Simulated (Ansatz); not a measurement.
Start from GaP in the zinc blende structure (space group F-43m, No. 216; a = 5.506 Å).

One thing is altered: a hydrostatic pressure of 0.9 GPa.

Levels (all Ansatz, a quantum-chemistry and plane-wave program, PAW): PBE (420 eV, spin-orbit coupling left out); r2SCAN (500 eV, no spin-orbit coupling); HSE06 (420 eV, without spin-orbit coupling); PBE+SOC (420 eV, noncollinear with spin-orbit coupling).

One geometry, relaxed with PBE, under each level:

Notes on the quantities. hole mass: degenerate bands, along [100].

The valence-band top lists the three highest levels at Γ (Kramers pairs under SOC), from the VBM.

| level | band gap | lowest conduction level above the VBM at special points | valence-band top at Γ | electron mass | hole mass | pressure |
|---|---|---|---|---|---|---|
| PBE | 1.62 eV | L 1.62 eV; Γ 1.67 eV; X 1.70 eV; K 2.21 eV | 0.00, 0.00, 0.00 eV | 1.8 mₑ along k, 0.13 mₑ across (at L) | 0.10, 0.42, 0.42 mₑ (at Γ) | 0.90 GPa |
| r2SCAN | 1.88 eV | L 1.98 eV; Γ 2.20 eV; X 1.95 eV; K 2.49 eV | – | 1.0 mₑ along k, 0.23 mₑ across (off the special points) | 0.12, 0.38, 0.38 mₑ (at Γ) | -1.56 GPa |
| HSE06 | ___ | ___ | – | – | – | – |
| PBE+SOC | 1.59 eV | L 1.59 eV; Γ 1.64 eV; X 1.67 eV; K 2.18 eV | 0.00, 0.00, -0.08 eV | 1.8 mₑ along k, 0.13 mₑ across (at L) | 0.14, 0.41 mₑ (at Γ) | 0.89 GPa |

**Question.** Give the withheld HSE06 results.

**Answer.** 
- HSE06, band gap: 2.33 eV
- HSE06, lowest conduction level above the VBM at special points: L 2.44 eV; Γ 2.62 eV; X 2.33 eV

Single points use the geometry relaxed with PBE. Their cutoffs differ, which shifts pressures a little. HSE06 gaps are upper bounds (no full band path). The spin-orbit shifts are approximate. Load acts through the strain it causes; cell and atoms are relaxed under it. Effective masses come from finite differences of ±0.01 Å⁻¹. Along k means along the line from Γ to the band edge. Whether these cells are dynamically stable was not tested.
